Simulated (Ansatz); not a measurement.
Abridged Ansatz (a program for electronic structure) output:

```
Pseudopotential: Si, paw, valence charge 4
Pseudopotential: Mo, paw, valence charge 14
Crystal: 9 atoms, lattice volume = 119.734 Å³
Basis set: ecut = 500 eV, 3101 PW (Γ), exchange–correlation on 144×144×192 points (64 copies of the dense FFT grid, shifted against one another)
Bands: 42, of which v1, the nominal top of the filled ones, is band 33 counted from 1 (32 counted from 0)
Symmetry: 12 space group operations
k-points: 30 of 320 (time reversal used)
Functional: x = r2scan, c = r2scan; τ floored in thin density (d = 2e-4 eV/Å³)
SCF iter   1: F=—  HF=-18743.597057 eV  |F-HF|=—  |Δ(HF+E_count)|=         —  Δρ=8.83e-2  dr2=1.36e1  dr2_τ=5.12e-1  ethr=3.10e-3  ⟨swp⟩=8.5  Hψ=6076  notcnv=0
SCF iter   2: F=—  HF=-18741.153539 eV  |F-HF|=—  |Δ(HF+E_count)|=    2.44e0  Δρ=2.96e-2  dr2=7.40e-1  dr2_τ=4.07e-1  ethr=3.10e-3  ⟨swp⟩=3.2  Hψ=2928  notcnv=0  defer=48
SCF 1 converged in 9 iterations: F = -18741.221937 eV  dr2 = 8.41e-11
SCF converged after 9 iterations
Free energy (F): -18741.221937 eV
Internal energy: -18741.221038 eV  (E = F + TS)
E sigma→0 (E₀):  -18741.221488 eV
Entropy (-TS):   -0.000899 eV (-0.100 meV/atom)
Fermi energy:    16.700860 eV
--- Forces (eV/Å), atoms counted from 1 ---
  atom   1  Si     0.00026137    -0.00015090     0.00000000
  atom   2  Si     0.00026137     0.00015090     0.00000000
  atom   3  Si    -0.00000000     0.00030181     0.00000000
  atom   4  Si    -0.00026137     0.00015090     0.00000000
  atom   5  Si    -0.00026137    -0.00015090     0.00000000
  atom   6  Si    -0.00000000    -0.00030181     0.00000000
  atom   7  Mo    -0.00000000    -0.00000000     0.00000000
  atom   8  Mo    -0.00000000    -0.00000000     0.00000000
  atom   9  Mo     0.00000000     0.00000000    -0.00000000
--- Stress (GPa, compression-positive) ---
       -0.005316       0.000000      -0.000000
        0.000000      -0.005316       0.000000
        0.000000       0.000000      -0.005691
  P = ⅓ Tr σ = -0.0054 GPa (-0.054 kbar)
```

Question: What was computed, and what are the main results?

Answer: MoSi2, 9 atoms in the cell, with plane-wave PAW DFT at the r2SCAN level (Ansatz, 500 eV), no SOC, earlier PAW set. The last SCF converged to F = -18741.221937 eV, or -2082.3580 eV per atom, at a pressure of -0.01 GPa. The total energy compares only with runs of the same code, potentials and settings.

Whether these cells are dynamically stable was not tested. The cell is MoSi2 (space group P6_222, No. 180; a cell from a computed database, its experimental status unchecked).
